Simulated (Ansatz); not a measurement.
Start from GaP in the zinc blende structure (space group F-43m, No. 216).

```
CELL_PARAMETERS angstrom
      0.00000     2.71923     2.71923
      2.71923     0.00000     2.71923
      2.71923     2.71923     0.00000
ATOMIC_POSITIONS crystal
  P  0.75000 0.75000 0.75000
  Ga 0.00000 0.00000 0.00000
```

Method: PBEsol (Ansatz, an electronic-structure program, PAW, no spin-orbit coupling).

Base values:

```
Property                                               Result
-----------------------------  ------------------------------
Smallest direct gap                                   1.80 eV
Width of the top valence band                         3.51 eV
Band gap                                              1.45 eV
Gap character                  indirect, Γ → Γ–X (87 % along)
```

The change: Al takes the place of Ga on all its sites; the structure is relaxed again.

Tabulated Pauling electronegativity and covalent radius: Ga 1.81, 1.22 Å; Al 1.61, 1.21 Å.

Task: Predict the new smallest direct gap.

Result: The smallest direct gap goes up by 1.35 eV, from 1.80 eV to 3.15 eV.

Task: What happens to the width of the top valence band?

Result: The width of the top valence band drops by 0.67 eV (3.51 eV → 2.84 eV).

Task: Predict the new band gap.

Result: The band gap stays 1.45 eV.

Task: Predict the new gap character.

Result: The gap character changes from indirect, Γ → Γ–X (87 % along) to indirect, Γ → X.

Stability against distortions was not tested.
